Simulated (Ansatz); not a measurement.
**A computed series for Sn: pressure series**

Base system: Sn in the diamond structure (space group Fd-3m, No. 227; a = 6.4734 Å).

Cell and atoms are relaxed at each pressure.

Calculations: LDA in Ansatz (plane waves to 420 eV, PAW, without spin-orbit coupling).

**Question.** Only one of these has no band gap. Which?
(A) pressure 2.1 GPa
(B) pressure 22.5 GPa
(C) pressure 15 GPa

**Answer.** A, pressure 2.1 GPa. Computed: pressure 2.1 GPa: zero; pressure 15 GPa: 0.19 eV; pressure 22.5 GPa: 0.07 eV

Load acts through the strain it causes; cell and atoms are relaxed under it. No phonon test of stability was made. Tetrahedral semiconductors of this kind turn to denser phases somewhere between about 1 and 50 GPa; those were not computed, so compressed cells here can lie past the real transition. The zero or small gap of Sn can change with the level of theory.

Ansatz is a program for electronic structure.
